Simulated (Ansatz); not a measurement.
Base system: CaO in the rock salt structure (space group Fm-3m, No. 225; a = 4.8308 Å).

(Cell as relaxed with PBE.)

Levels (all Ansatz, an electronic-structure program, PAW): PBE (420 eV, no spin-orbit coupling); PBEsol (420 eV, no spin-orbit coupling).

Each level relaxes its own structure.

```csv
base,PBE,PBEsol
volume per atom,14.09 Å³,13.54 Å³
lattice parameter a,4.831 Å,4.767 Å
band gap,3.66 eV,3.54 eV
```

Now apply this change: full substitution O → F; the structure is relaxed again.

```tsv
quantity	PBE	PBEsol
shortest interatomic distance	2.656 Å	2.589 Å
band gap	zero	zero
```

PBE's shortest interatomic distance lies 0.067 Å above PBEsol's (2.6 %); the two agree on the band gap. Neither level is exact; PBEsol is the comparison here, not a measurement.

Whether these cells are dynamically stable was not tested. As relaxed here, CaF is a hypothetical phase, not in the database extracts checked. All final runs are without spin polarisation. An odd electron count without spin: CaF.
